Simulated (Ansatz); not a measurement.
MoIr₃ (P6₃/mmc, No. 194, 8 atoms in the cell; start mp-11482) was calculated with r²SCAN (PAW; Ansatz, an electronic-structure program).

Excerpt of the program's output:

```
Relaxation: its limit of steps is 80 (relax.max_steps)
Crystal: 8 atoms, lattice volume = 112.751 Å³
Basis set: ecut = 560 eV, 3401 PW (Γ), exchange–correlation on 135×135×108 points (27 copies of the dense FFT grid, shifted against one another)
Bands: 78, of which v1, the nominal top of the filled ones, is band 65 counted from 1 (64 counted from 0)
Symmetry: 24 space group operations
Space group: P63/mmc (ITA 194), of the structure as read, at distance tolerance 4.8e-5 Å
k-points: 133 of 1728
Functional: x = r2scan, c = r2scan; τ floored in thin density (d = 2e-4 eV/Å³)
SCF iter   1: F=—  HF=-81630.335308 eV  |F-HF|=—  |Δ(HF+E_count)|=         —  Δρ=2.68e-2  dr2=1.56e0  dr2_τ=4.49e-1
SCF iter   2: F=—  HF=-81630.369724 eV  |F-HF|=—  |Δ(HF+E_count)|=   3.44e-2  Δρ=1.26e-2  dr2=2.78e-1  dr2_τ=1.62e-1
  ...
SCF 1 converged in 8 iterations: F = -81630.378111 eV  dr2 = 3.36e-8
Crystal: 8 atoms, lattice volume = 112.751 Å³
Initial density: handed on by an earlier stage of this run
SCF 2 converged in 5 iterations: F = -81630.378037 eV  dr2 = 6.73e-8
Crystal: 8 atoms, lattice volume = 112.751 Å³
SCF 3 converged in 9 iterations: F = -81630.378182 eV  dr2 = 4.41e-12
Crystal: 8 atoms, lattice volume = 112.751 Å³
SCF iter   3: F=—  HF=-81630.378184 eV  |F-HF|=—  |Δ(HF+E_count)|=  8.73e-11  Δρ=3.39e-7  dr2=3.24e-11  dr2_τ=2.49e-11
SCF iter   4: F=-81630.378184 eV  HF=-81630.378184 eV  |F-HF|=0.00e0  |Δ(HF+E_count)|=  1.46e-11  Δρ=7.88e-8  dr2=6.87e-12  dr2_τ=6.12e-12
SCF 4 converged in 4 iterations: F = -81630.378184 eV  dr2 = 6.87e-12
SCF converged after 4 iterations
Free energy (F): -81630.378184 eV
Internal energy: -81630.341080 eV  (E = F + TS)
E sigma→0 (E₀):  -81630.359632 eV
Fermi energy:    25.387623 eV
--- Forces (eV/Å), atoms counted from 1 ---
  atom   1  Mo     0.00000000    -0.00000000     0.00000000
  atom   2  Mo    -0.00000000     0.00000000    -0.00000000
  atom   3  Ir    -0.00000000    -0.00017862     0.00000000
  atom   4  Ir     0.00000000     0.00017862     0.00000000
  atom   5  Ir     0.00015469    -0.00008931    -0.00000000
  atom   6  Ir    -0.00015469     0.00008931     0.00000000
  atom   7  Ir     0.00015469     0.00008931    -0.00000000
  atom   8  Ir    -0.00015469    -0.00008931     0.00000000
--- Stress (GPa, compression-positive) ---
        7.713536      -0.000000       0.000000
       -0.000000       7.713536      -0.000000
        0.000000      -0.000000       7.711582
  P = ⅓ Tr σ = 7.7129 GPa (77.129 kbar)
```

### Question
Write an input file that could have produced this run (the log leaves some choices open).

### Answer
Several could match; the one computed here: 
Ansatz 0.2 input:
```yaml
crystal:
  lattice:
    - [5.4652704749, 0.0, 0.0]
    - [-2.7326352374, 4.7330630698, 0.0]
    - [0.0, 0.0, 4.3587872198]
  atoms:
    - { symbol: Mo, position: [0.3333333333, 0.6666666667, 0.25] }
    - { symbol: Mo, position: [0.6666666667, 0.3333333333, 0.75] }
    - { symbol: Ir, position: [0.833701085, 0.6674021699, 0.25] }
    - { symbol: Ir, position: [0.166298915, 0.3325978301, 0.75] }
    - { symbol: Ir, position: [0.166298915, 0.833701085, 0.75] }
    - { symbol: Ir, position: [0.833701085, 0.166298915, 0.25] }
    - { symbol: Ir, position: [0.3325978301, 0.166298915, 0.25] }
    - { symbol: Ir, position: [0.6674021699, 0.833701085, 0.75] }
basis:
  ecutwfc: 560
  ecutrho_ratio: 4
  xc_grid: 3
kpoints:
  mp_grid: { grid: [12, 12, 12] }
hamiltonian:
  xc: r2scan
  dispersion: none
  pseudopotentials: { kind: paw }
scf:
  occupations: { method: fermi_dirac, width: 0.05 }
output:
  forces: true
  stress: true
  eigenvalues: true
relax:
  f_tol: 0.004
  escape_saddle: false
  max_steps: 80
  cell: { stress_tol: 0.02, fix: [volume] }
```

The cell is one volume of an energy–volume scan, off the minimum.

The PAW data were made under PBE.

Note: the run has no spin polarisation, so it can have missed a magnetic state. Note: the relaxation could not lower the start's symmetry, so the cell can be a saddle point above a distorted one.

It cost very roughly 10 core-minutes of CPU time.

A start named mp-… is a Materials Project structure, which need not be a measured phase.
